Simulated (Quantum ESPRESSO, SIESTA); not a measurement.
A Quantum ESPRESSO input for a self-consistent single point of KCdF3 (Pm-3m, 5 atoms in the cell) (DFT, PBEsol, plane waves, GBRV 1.5 ultrasoft (PBESOL) pseudopotentials):

```fortran
&control
  calculation = 'scf'
  outdir = './out'
  pseudo_dir = './'
  tprnfor = .true.
  tstress = .true.
/
&system
  ibrav = 0
  nat = 5
  ntyp = 3
  ecutwfc = 40
  ecutrho = 200
  occupations = 'smearing'
  smearing = 'fermi-dirac'
  degauss = 0.0036749
/
&electrons
  conv_thr = 1.0d-10
  mixing_beta = 0.5
/
ATOMIC_SPECIES
K     39.0983  k_pbesol_v1.4.uspp.F.UPF
Cd   112.4140  cd_pbesol_v1.uspp.F.UPF
F     18.9984  f_pbesol_v1.4.uspp.F.UPF
CELL_PARAMETERS angstrom
   4.38209000     0.00000000     0.00000000
   0.00000000     4.38209000     0.00000000
   0.00000000     0.00000000     4.38209000
ATOMIC_POSITIONS angstrom
K     0.00000000    0.00000000    0.00000000
Cd    2.19104500    2.19104500    2.19104500
F     0.00000000    2.19104500    2.19104500
F     2.19104500    0.00000000    2.19104500
F     2.19104500    2.19104500    0.00000000
K_POINTS automatic
6 6 6  0 0 0
```

Problem. Give the SIESTA input for the same structure, mesh, smearing and functional.

Solution. One input that does it (others would too):

```
# files in the folder: K.psml Cd.psml F.psml (PseudoDojo PBEsol standard)
SystemName  KCdF3
SystemLabel siesta

NumberOfAtoms                5
NumberOfSpecies              3
%block ChemicalSpeciesLabel
  1 19 K
  2 48 Cd
  3 9 F
%endblock ChemicalSpeciesLabel
LatticeConstant              1.0 Ang
%block LatticeVectors
     4.382090000    0.000000000    0.000000000
     0.000000000    4.382090000    0.000000000
     0.000000000    0.000000000    4.382090000
%endblock LatticeVectors
AtomicCoordinatesFormat      Fractional
%block AtomicCoordinatesAndAtomicSpecies
     0.000000000    0.000000000    0.000000000  1
     0.500000000    0.500000000    0.500000000  2
     0.000000000    0.500000000    0.500000000  3
     0.500000000    0.000000000    0.500000000  3
     0.500000000    0.500000000    0.000000000  3
%endblock AtomicCoordinatesAndAtomicSpecies

XC.functional                GGA
XC.authors                   PBEsol
PAO.BasisSize                DZP
PAO.EnergyShift              0.01 Ry
MeshCutoff                   300 Ry
%block kgrid.MonkhorstPack
    6   0   0  0.0
    0   6   0  0.0
    0   0   6  0.0
%endblock kgrid.MonkhorstPack
OccupationFunction           FD
ElectronicTemperature        0.05 eV

MaxSCFIterations             150
SCF.Mixer.Method             Pulay
SCF.Mixer.Weight             0.1
SCF.Mixer.History            6
SCF.DM.Tolerance             1.0E-04
Diag.ParallelOverK           true
WriteForces                  true
Charge.Mulliken              end
```

Basis settings and potentials, where a program has them, do not carry over. This input uses DFT, GGA PBEsol, numerical atomic orbitals DZP, PseudoDojo PBEsol standard norm-conserving potentials (rewritten from UPF to PSML). Both were run: pressure -0.33 GPa in Quantum ESPRESSO and -1.15 in SIESTA; gap on the mesh 2.890 eV in Quantum ESPRESSO and 2.894 in SIESTA.

On SIESTA: the starting cell comes from a database of computed structures (which also holds hypothetical and non-ambient phases and stackings), without a prior relaxation at this level. Values carry the incompleteness of an atom-centred basis. The basis of the alkali or alkaline-earth atoms may lack their empty d shell, which can raise the gap.

On Quantum ESPRESSO: the starting cell comes from a database of computed structures (which also holds hypothetical and non-ambient phases and stackings), without a prior relaxation at this level.
